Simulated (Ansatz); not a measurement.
The parent structure is AlN in the wurtzite structure (space group P6_3mc, No. 186; a = 3.114 Å, c = 4.983 Å).

Calculations: PBEsol, PAW, 420 eV (Ansatz, a program for electronic structure; no spin-orbit coupling).

One change was made to it. Results:

```tsv
quantity	base	after
width of the top valence band	2.41 eV	2.45 eV
lattice parameter a	3.114 Å	3.093 Å
```

### Question
Name the change that was made.
A) pressure 2.1 GPa
B) pressure −1 GPa
C) pressure 15 GPa
D) pressure 4.5 GPa

### Answer
D, pressure 4.5 GPa. For comparison, the lattice parameter a in the other runs: pressure 2.1 GPa gives 3.104 Å; pressure 15 GPa gives 3.052 Å; pressure −1 GPa gives 3.119 Å.

The levels and masses belong to the bands next to the band gap. Load acts through the strain it causes; cell and atoms are relaxed under it. No phonon test of stability was made. Measured, AlN leaves this structure (for rock salt) near 14 GPa (temperature not stated; as listed in Datta, Sujoy, Jana, Debnarayan, arXiv (2020)), on rising pressure, with hysteresis.
